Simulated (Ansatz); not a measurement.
## A constructed model of the (110) surface of bcc Nb (in the relaxation 2 C–Nb bonds formed), a cell of two sites (a+b, b-a) layer of C, one a cell, on the site that continues the host's stacking (bottom of the slab: a bare face, its two planes held)

All values below come from PBE (plane waves to 420 eV, PAW; Ansatz, a quantum-chemistry and plane-wave program).

Slab: 13 atoms, 13.6 Å thick at the start; k 11x8x1, smearing 0.1 eV, dipole-corrected; 4 atoms held, the rest relaxed; start symmetry kept, larger cells not searched; no spin, no spin-orbit, no U. It is one candidate, not shown to be the stable structure of the face.

```yaml
work_function_of_the_top_face: 4.98 eV
energy_released_by_relaxation: 2.98 eV
cost: roughly 16 core-minutes
```
